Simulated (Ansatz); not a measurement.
Density of states of CsPbBr$_{3}$ (Pm-3m) above the conduction band minimum, r2SCAN with spin-orbit coupling, rigid bands (Ansatz, a program for electronic structure); cell volume 209.3 Å³.

(energy from edge (eV), 10⁻³ states/eV/cell): (0.006, 5.65); (0.031, 12.7); (0.056, 18.6); (0.081, 24.1); (0.106, 29.9); (0.131, 35.9); (0.156, 40.8); (0.181, 47.7); (0.206, 54.9); (0.231, 61.4); (0.256, 69.4); (0.281, 77.4); (0.319, 90.5); (0.344, 100); (0.369, 110); (0.394, 120); (0.419, 131); (0.444, 144); (0.469, 155); (0.494, 170); (0.519, 184); (0.544, 201); (0.569, 214); (0.594, 232)

Problem. What effective density of states at 300 K does this give (∫ g(E) exp(−E/k_BT) dE, both spins, divided by the cell's size)?

Solution. 1.4e18 cm⁻³, a density-of-states mass of 0.143 mₑ, valleys and band degeneracy included.

Geometry: cell and atoms relaxed with r2SCAN.

CsPbBr3 (Pm-3m): a high-temperature phase held by its symmetry.
